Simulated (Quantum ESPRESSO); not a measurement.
Quantum ESPRESSO is run on Ti2O3 (P2_1/m, 10 atoms in the cell), and the run fails. The aim is a self-consistent single point with DFT, PBEsol, plane waves, SSSP 1.1.2 efficiency (PBE) pseudopotentials.

Cell that was meant: a = 5.1555 Å, b = 3.0150 Å, c = 7.2314 Å, α = 90.00°, β = 101.75°, γ = 90.00°.

Part of the input:

```fortran
   input_dft = 'pbesol',
/
&electrons
   conv_th = 1.0d-10,
/
ATOMIC_SPECIES
Ti    47.8670  ti_pbe_v1.4.uspp.F.UPF
```

Output, abridged:

```
     This program is part of the open-source Quantum ESPRESSO suite
     for quantum simulation of materials; please cite

 %%%%%%%%%%%%%%%%%%%%%%%%%%%%%%%%%%%%%%%%%%%%%%%%%%%%%%%%%%%%%%%%%%%%%%%%%%%%%%
     Error in routine  read_namelists (1):
      bad line in namelist &electrons: "   conv_th = 1.0d-10," (error could be in the previous line)
 %%%%%%%%%%%%%%%%%%%%%%%%%%%%%%%%%%%%%%%%%%%%%%%%%%%%%%%%%%%%%%%%%%%%%%%%%%%%%%

     stopping ...
```

Q: From the messages shown, name the fault and mend the input.

A: The fault is a keyword that the program does not know. The program does not know a key of this name. To fix it, use the program's own name for the key. The program stopped before any SCF iteration.

The sound input it was made from differs as follows (other fixes are possible):
```diff
-   conv_th = 1.0d-10,
+   conv_thr = 1.0d-10,
```

With that input, the run converged in 17 iterations: free energy E − TS -9858.3640 eV; top of the valence band (on the code's own zero) 12.15 eV; gap on the k-point mesh 0.26 eV; pressure -4.29 GPa; largest force (vector length) 0.266 eV/Å (DFT, PBEsol, plane waves, SSSP 1.1.2 efficiency (PBE) pseudopotentials).

On the sound input: the starting cell comes from a database of computed structures (which also holds hypothetical and non-ambient phases and stackings), without a prior relaxation at this level. Spin polarisation is off, so a magnetic state, if there is one, cannot be reached. With a pressure of about -4 GPa the cell is away from its equilibrium volume at this level.
